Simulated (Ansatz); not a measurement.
A working Ansatz (a quantum-chemistry and plane-wave program) input for Sc2CuO4 (I-4, 7 atoms in the cell) (DFT, revPBE, plane waves, default PAW files made with PBE):

Ansatz 0.2 input:
```yaml
# Sc2CuO4
crystal:
  lattice:
    - [-2.304514, 2.304514, 4.276846]
    - [2.304514, -2.304514, 4.276846]
    - [2.304514, 2.304514, -4.276846]
  atoms:
    - { symbol: Sc, position: [0.500000, 0.500000, 0.000000] }
    - { symbol: Sc, position: [0.250000, 0.750000, 0.500000] }
    - { symbol: Cu, position: [0.000000, 0.000000, 0.000000] }
    - { symbol: O, position: [0.390000, 0.880000, 0.010000] }
    - { symbol: O, position: [0.870000, 0.380000, 0.990000] }
    - { symbol: O, position: [0.120000, 0.130000, 0.510000] }
    - { symbol: O, position: [0.620000, 0.610000, 0.490000] }
basis:
  ecutwfc: 30.9 Ry
kpoints:
  mp_grid: { grid: [8, 8, 8] }
hamiltonian:
  xc: revpbe
  pseudopotentials: { kind: paw }
scf:
  occupations: { method: cold, width: 0.0147 Ry }
output:
  forces: true
  eigenvalues: true
  stress: true
```

The run converged in 10 iterations: free energy E − TS (on the zero of these files) -13186.7819 eV; Fermi level (on the code's own zero) 7.52 eV; pressure 13.61 GPa; largest force (vector length) 0.876 eV/Å. Each of these slips is then made, one at a time:

(1)
```diff
-    - { symbol: Sc, position: [0.500000, 0.500000, 0.000000] }
+    - { symbol: Sc, pos: [0.500000, 0.500000, 0.000000] }
```

(2)
```diff
-  atoms:
+ atoms:
```

What happens in each case?


(1) A keyword that the program does not know. The program stopped before any SCF iteration.
```
Error: YAML parse error: error: line 8 column 21: unknown field `pos`, expected one of symbol, position, position_ang, spin, spin_axis, wyckoff
  --> <input>:8:21
   |
 6 |     - [2.304514, 2.304514, -4.276846]
 7 |   atoms:
 8 |     - { symbol: Sc, pos: [0.500000, 0.500000, 0.000000] }
   |                     ^ unknown field `pos`, expected one o [...]
```

(2) Broken indentation. The program stopped before any SCF iteration.
```
Error: YAML parse error: error: line 3 column 3: crystal: missing field `atoms` (a structure is typed as `lattice` and `atoms`, a molecule's as `atoms` in Å alone, or read from a run's directory, `checkpoint`)
 --> <input>:3:3
  |
1 | # Sc2CuO4
2 | crystal:
3 |   lattice:
  |   ^ crystal: missing field `atoms` (a structure is typed as `lattice` and [...]
```

The starting cell was generated: these elements placed on a structure prototype, without a prior relaxation; it need not be a known phase or ordering of this composition. Spin polarisation is off; with an odd number of electrons in the cell that forces a metal, and a magnetic state may lie lower. In the base run, with a pressure of about 14 GPa the cell is away from its equilibrium volume at this level. Ansatz's pressure includes its estimate of the finite-basis (Pulay) stress.

Left out of this page: 1 run of the series stopped by limits of time or memory; 3 runs of the series outside the window shown, repeating another row's setting, or not comparable.
